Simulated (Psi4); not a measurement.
Psi4 1.11, WB97X/def2-svp: Zr(I)4 ([I][Zr]([I])([I])[I]), 5 atoms. The geometry is a generated start, not checked to be a minimum at this level.

```
Quantity                                              Value
--------------------------  -------------------------------
task                                                 energy
method                                                wb97x
basis                                              def2-svp
memory                                                 3 GB
maxiter                                                 100
keys of the molecule block                      symmetry c1
scf_type                                       df (default)
guess                        auto, which took SAD (default)
scf_initial_accelerator                     adiis (default)
e_convergence                               1e-06 (default)
d_convergence                               1e-06 (default)
dft_radial_points                              75 (default)
dft_spherical_points                          302 (default)
effective core potentials   those of the basis set, past Kr
basis functions                                         135
grid points                                          107988
```

```xyz
5

Zr     0.0090    -0.0047     0.0031
I      2.2034    -0.6463    -1.5985
I      0.8320     0.4090     2.6414
I     -1.1898     2.3261    -0.9627
I     -1.8546    -2.0840    -0.0832
```

Charge 0 and multiplicity 1 are set for this test and not shown to be the ground state.

One run each on 2 threads. Values of diis_max_vecs tried: 3, 6, 10 (default), 20.

Which value of diis_max_vecs needs the fewest SCF iterations, and what happens away from it?

Fewest SCF iterations, within one of each other: 6 with 11, 10 (default) with 10, 20 with 10. The count rises to 15 at 3. All converge to one solution.

```tsv
diis_max_vecs	SCF iterations	end
3	15	same solution
6	11	same solution
10 (default)	10	same solution
20	10	same solution
```
